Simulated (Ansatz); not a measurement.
**CdTe, pressure series**

The parent structure is CdTe in the zinc blende structure (space group F-43m, No. 216).

```
CELL_PARAMETERS angstrom
      0.00000     3.30902     3.30902
      3.30902     0.00000     3.30902
      3.30902     3.30902     0.00000
ATOMIC_POSITIONS crystal
  Te 0.75000 0.75000 0.75000
  Cd 0.00000 0.00000 0.00000
```

Cell and atoms are relaxed at each pressure.

All numbers come from PBE (Ansatz, a first-principles code), no SOC.

Notes on the quantities. hole mass: degenerate bands, along [100].

```tsv
variant	electron mass	band gap	hole mass	density
base	0.053 mₑ (at Γ)	0.59 eV	0.054, 0.57, 0.57 mₑ (at Γ)	5.50 g/cm³
pressure −2 GPa	0.039 mₑ (at Γ)	0.39 eV	0.040, 0.64, 0.64 mₑ (at Γ)	5.14 g/cm³
pressure −1 GPa	0.047 mₑ (at Γ)	0.50 eV	0.047, 0.60, 0.60 mₑ (at Γ)	5.33 g/cm³
pressure 0.3 GPa	0.054 mₑ (at Γ)	0.61 eV	0.055, 0.57, 0.57 mₑ (at Γ)	5.55 g/cm³
pressure 0.7 GPa	0.056 mₑ (at Γ)	0.64 eV	0.057, 0.56, 0.56 mₑ (at Γ)	5.60 g/cm³
pressure 1.5 GPa	0.060 mₑ (at Γ)	0.70 eV	0.061, 0.54, 0.54 mₑ (at Γ)	5.72 g/cm³
pressure 3 GPa	0.066 mₑ (at Γ)	0.80 eV	0.067, 0.51, 0.51 mₑ (at Γ)	5.91 g/cm³
pressure 5 GPa	0.072 mₑ (at Γ)	0.92 eV	0.074, 0.48, 0.48 mₑ (at Γ)	6.14 g/cm³
pressure 7.5 GPa	0.079 mₑ (at Γ)	1.04 eV	0.080, 0.45, 0.45 mₑ (at Γ)	6.39 g/cm³
pressure 10 GPa	0.084 mₑ (at Γ)	1.15 eV	0.085, 0.42, 0.42 mₑ (at Γ)	6.61 g/cm³
```

Spin-orbit coupling, missing from the scalar runs, can matter with Te. Load acts through the strain it causes; cell and atoms are relaxed under it. Effective masses come from finite differences of ±0.01 Å⁻¹. No phonon test of stability was made. Measured, CdTe leaves this structure (for cinnabar) near 3.53 GPa (temperature not stated; as listed in Datta, Sujoy, Jana, Debnarayan, arXiv (2020)), on rising pressure, with hysteresis.
